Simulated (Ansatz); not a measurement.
Consider Os in the hcp (Mg type) structure (space group P6_3/mmc, No. 194; relaxed with 0.1 eV smearing).

```
CELL_PARAMETERS angstrom
      2.75433     0.00000     0.00000
     -1.37717     2.38532     0.00000
      0.00000     0.00000     4.34739
ATOMIC_POSITIONS crystal
  Os 0.66667 0.33333 0.75000
  Os 0.33333 0.66667 0.25000
```

Cartesian axes are those of the cell as printed.

Computed with PBE (Ansatz, a program for electronic structure), no SOC.

Now apply this change: uniaxial strain ε_xx = −2.00 %, all other strain components held at zero, atoms relaxed at fixed cell.

### Question
Predict the stress tensor and what it implies for the stiffness.

### Answer
Stress of the strained cell less that of the base (GPa, compression positive):
```
   16.1     0.0     0.0
    0.0     4.6     0.0
    0.0     0.0     4.5
```

Then −Δσ_ii/ε with ε = -0.0200 gives secant stiffness values (nonlinear terms included at this strain): C11 ≈ 805 GPa, C12 ≈ 228 GPa and C13 ≈ 227 GPa.

As a check, the harmonic strain energy −½ V₀ Δσ:ε is 14 meV/atom; the computed energy rise is 14 meV/atom.

Whether these cells are dynamically stable was not tested. All final runs are without spin polarisation.
